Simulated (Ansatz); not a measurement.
A working Ansatz (a quantum-chemistry and plane-wave program) input for CrGe2 (Fm-3m, 3 atoms in the cell) (DFT, PBEsol, plane waves, default PAW files made with PBE):

Ansatz 0.2 input:
```yaml
# CrGe2
crystal:
  lattice:
    - [0.000000, 2.909484, 2.909484]
    - [2.909484, 0.000000, 2.909484]
    - [2.909484, 2.909484, 0.000000]
  atoms:
    - { symbol: Cr, position: [0.000000, 0.000000, 0.000000], spin: 3.0 }
    - { symbol: Ge, position: [0.250000, 0.250000, 0.250000] }
    - { symbol: Ge, position: [0.750000, 0.750000, 0.750000] }
kpoints:
  mp_grid: { grid: [8, 8, 8] }
hamiltonian:
  xc: pbesol
  pseudopotentials: { kind: paw }
magnetization:
  spin_polarized: true
scf:
  occupations: { method: cold, width: 0.272 }
output:
  forces: true
  eigenvalues: true
  stress: true
```

The run converged in 15 iterations: free energy E − TS (on the zero of these files) -11855.4221 eV; Fermi level (on the code's own zero) 12.79 eV; pressure 4.10 GPa; size of the cell's spin moment 2.93 μB. Each of these slips is then made, one at a time:

(1)
```diff
-    - { symbol: Cr, position: [0.000000, 0.000000, 0.000000], spin: 3.0 }
+    - { symbol: Cr, position: [0.000000, 0.000000, 0.000000] }
-magnetization:
-  spin_polarized: true
```

(2)
```diff
-  lattice:
+  cell:
```

(3)
```diff
-  occupations: { method: cold, width: 0.272 }
+  occupations: { method: cold, width: 1.36 }
```

Question: How does each altered input end?

Answer: 
(1) No spin polarisation for a cell with magnetic atoms. The run converged in 6 iterations without an error; against the sound input the free energy rises by 149 meV/atom, the pressure goes from 4.10 to -2.70 GPa and the net moment of 0.98 μB/atom is absent without spin.

(2) A keyword that the program does not know. The program stopped before any SCF iteration.
```
Error: YAML parse error: error: line 3 column 3: unknown field `cell`, expected one of checkpoint, saddle_side, structure_sha256, lattice, periodic, space_group, setting, atoms, reduce_to_primitive, conventional_axes, supercell, defects, symmetry, host
 --> <input>:3:3
  |
1 | # CrGe2
2 | crystal:
3 |   cell:
  |   ^ unknown field `cell`, expected  [...]
```

(3) A smearing width that is far too large. The run converged in 32 iterations without an error; against the sound input the free energy rises by 8.7 meV/atom, the pressure goes from 4.10 to 1.17 GPa and the size of the net moment goes from 0.98 to 0.66 μB/atom.

The starting cell was generated: these elements placed on a structure prototype, without a prior relaxation; it need not be a known phase or ordering of this composition. Its lattice was rescaled by a random factor within 2.5 % of one. With one magnetic atom in the cell only a parallel order is possible. In the base run, with a pressure of about 4 GPa the cell is away from its equilibrium volume at this level. Ansatz's pressure includes its estimate of the finite-basis (Pulay) stress.

Left out of this page: 4 runs of the series outside the window shown, repeating another row's setting, or not comparable.
